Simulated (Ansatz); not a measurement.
Ansatz (an electronic-structure program) run on CaAg2Ge2 (I4mm, 5 atoms in the cell): relaxation of the atoms.

Method of the run: LDA (PW92), default PAW files made with PBE (plane waves; Ansatz).

The change in words: one atom moved by 0.15 angstrom; relax: default → atoms; relax.f_tol: default → 0.001 eV/Å. Reference geometry:
```
Ca(AgGe)2
1.0
   -2.14959     2.14959     5.42914
    2.14959    -2.14959     5.42914
    2.14959     2.14959    -5.42914
Ca Ag Ge
1 2 2
Cartesian
  0.00000   0.00000   0.00000
  2.14959   0.00000   2.71457
  0.00000   2.14959   2.71457
  0.00000   0.00000   4.23810
  0.00000   0.00000   6.62019
```

Reference input (self-consistent single point, DFT, LDA (PW92), plane waves, default PAW files made with PBE): basis.ecutwfc = 420 eV; kpoints.mp_grid.grid = 8 8 8; hamiltonian.xc = lda; hamiltonian.pseudopotentials = {kind: paw} (the program's default PAW files); scf.occupations.method = gaussian; scf.occupations.width = 0.1 eV. This run's input differs from it in these lines:

```diff
@@ -6,3 +6,3 @@
   atoms:
-    - { symbol: Ca, position: [0.000000, 0.000000, 0.000000] }
+    - { symbol: Ca, position: [0.013814, 0.013814, 0.000000] }
     - { symbol: Ag, position: [0.250000, 0.750000, 0.500000] }
@@ -20,2 +20,4 @@
   occupations: { method: gaussian, width: 0.1 eV }
+relax:
+  f_tol: 0.001
 output:
```

Output (repeated stretches shortened):

```
   [... SCF lines of the steps left out ...]
relax step   1: F+E_penalty+E_count = -25122.11445880 eV  Δ(F+E_penalty+E_count) = +0.000e0 eV  max|allowed force component| = 3.973e-1 eV/Å  Δτ_max = 0.0000 Å  (8 SCF iters, dr2 threshold 1.00e-7 eV, accepted)
relax step   2: F+E_penalty+E_count = -25122.14135703 eV  Δ(F+E_penalty+E_count) = -2.690e-2 eV  max|allowed force component| = 1.226e-1 eV/Å  Δτ_max = 0.0802 Å  (6 SCF iters, dr2 threshold 9.87e-6 eV, accepted)
relax step   3: F+E_penalty+E_count = -25122.14450333 eV  Δ(F+E_penalty+E_count) = -3.146e-3 eV  max|allowed force component| = 3.756e-3 eV/Å  Δτ_max = 0.0392 Å  (7 SCF iters, dr2 threshold 9.39e-7 eV, accepted)
relax step   4: F+E_penalty+E_count = -25122.14450339 eV  Δ(F+E_penalty+E_count) = -6.049e-8 eV  max|allowed force component| = 3.683e-3 eV/Å  Δτ_max = 0.0000 Å  (5 SCF iters, accepted)
relax step   5: F+E_penalty+E_count = -25122.14450457 eV  Δ(F+E_penalty+E_count) = -1.181e-6 eV  max|allowed force component| = 2.722e-4 eV/Å  Δτ_max = 0.0006 Å  (6 SCF iters, accepted)
the relaxation is at rest under the 8 symmetry operations that the run kept from its start: a minimum is not shown …
Free energy (F): -25122.144505 eV
Internal energy: -25122.135312 eV  (E = F + TS)
E sigma→0 (E₀):  -25122.139908 eV
Entropy (-TS):   -0.009193 eV (-1.839 meV/atom)
Fermi energy:    11.871973 eV
--- Forces (eV/Å), atoms counted from 1 ---
  atom   1  Ca     0.00000000     0.00000000     0.00000193
  atom   2  Ag    -0.00000000     0.00000000    -0.00027214
  atom   3  Ag     0.00000000     0.00000000    -0.00027214
  atom   4  Ge    -0.00000000     0.00000000     0.00027039
  atom   5  Ge     0.00000000     0.00000000     0.00026290
--- Stress (GPa, compression-positive) ---
   [... lines left out ...]
    - { symbol: Ag, position: [0.2527659451122652, 0.7527659451122654, 0.5000000000000001] }
    - { symbol: Ag, position: [0.7527659451122654, 0.2527659451122652, 0.5000000000000001] }
    - { symbol: Ge, position: [0.39118229034372015, 0.39118229034372015, -1.191617568592225e-33] }
    - { symbol: Ge, position: [0.6143361920941973, 0.6143361920941973, 1.305851583626442e-33] }
```

The run converged. 

Summary of the result:
```
Property                                                  Value
-----------------------------------------------  --------------
Free energy E − TS (on the zero of these files)  -25122.1445 eV
Fermi level (on the code's own zero)                   11.87 eV
Pressure                                              -3.90 GPa
Relaxation steps                                              5
```

The starting cell comes from a database of computed structures (which also holds hypothetical and non-ambient phases and stackings), without a prior relaxation at this level. Its lattice was rescaled by up to half a per cent. For this run, on top of that: one atom moved by 0.15 angstrom. The relaxation keeps the symmetry of its start, so its end need not be a minimum. Ansatz's pressure includes its estimate of the finite-basis (Pulay) stress.

Cost on one core of a shared machine: roughly 2 min.

Keys are those of Ansatz 0.2.
